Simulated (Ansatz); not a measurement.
**CrSe2 (space group Fm-3m, No. 225; ferromagnetic; a hypothetical phase, not in the database extracts checked)**

CrSe₂ is taken in the cubic space group Fm-3m (No. 225), Pearson symbol cF12. Cell: a = 6.082 Å, b = 6.082 Å, c = 6.082 Å, α = 90.00°, β = 90.00°, γ = 90.00°. Cr on 4a has 8 Se at 2.634 Å (cubic). Se on 8c has 4 Cr at 2.634 Å and 6 Se at 3.041 Å. (Neighbours: up to the widest gap in distance over summed covalent radii, below 1.35, at either atom; cation-cation and far metal-metal contacts left out.)
(The calculation used a cell of 3 atoms; values per cell refer to that cell.)

Computed with PBEsol (Ansatz, a quantum-chemistry and plane-wave program, PAW, without spin-orbit coupling). Γ-centred 13×13×13 mesh, Fermi–Dirac width 0.05 eV.

| Property | Value |
|---|---|
| Volume per atom | 18.75 Å³ |
| Density | 6.20 g/cm³ |
| Band gap | zero |
| Magnetic state | ferromagnetic |
| Total energy | -4732.729 eV/atom (σ→0; compares only within this code and set-up) |

The magnetic state is the one reached from the starting moments; the real material's order can differ, and small cells can't hold many antiferromagnetic ones. No phonon test of stability was made.
